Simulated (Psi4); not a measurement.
Psi4 1.11, B3LYP/def2-svp, scf_type pk: CNC[SiH2]O, 14 atoms. The geometry is a generated start, not checked to be a minimum at this level.

task: energy
method: b3lyp
basis: def2-svp
memory: 7 GB
e_convergence: 1e-08
d_convergence: 1e-07
guess: auto, which took SAD (default)
diis_max_vecs: 10 (default)
scf_initial_accelerator: adiis (default)
dft_radial_points: 75 (default)
dft_spherical_points: 302 (default)
basis functions: 119
grid points: 299163

```xyz
14

C      1.8956     0.1786    -0.5135
N      1.1914    -0.2095     0.7059
C     -0.1681    -0.7121     0.4407
Si    -1.4729     0.6394     0.2775
O     -2.9784     0.0357    -0.0966
H      1.9931    -0.6653    -1.2043
H      1.4003     1.0075    -1.0273
H      2.9043     0.5154    -0.2540
H      1.7293    -0.9494     1.1599
H     -0.1793    -1.3707    -0.4354
H     -0.4660    -1.3298     1.2959
H     -1.1139     1.5510    -0.8377
H     -1.5897     1.4290     1.5277
H     -3.1457    -0.1198    -1.0389
```

The reference run uses exact four-centre integrals (scf_type = pk). One run each, on a shared machine, so no times are given.

Measured:

```json
[
 {"setting": "scf_type = cd, cholesky_tolerance = 1e-06", "energy against the reference": "−0.017 meV/atom"},
 {"setting": "scf_type = cd, cholesky_tolerance = 1e-05", "energy against the reference": "−0.16 meV/atom"},
 {"setting": "scf_type = cd, cholesky_tolerance = 0.0001 (default)", "energy against the reference": "−1.9 meV/atom"},
 {"setting": "scf_type = cd, cholesky_tolerance = 0.01", "energy against the reference": "+5.1 meV/atom"}
]
```

Q: How far does the result lie from the reference with scf_type = cd, cholesky_tolerance = 0.001?

A: energy against the reference: −4.1 meV/atom. Total energies are compared; such shifts often cancel in part in energy differences.
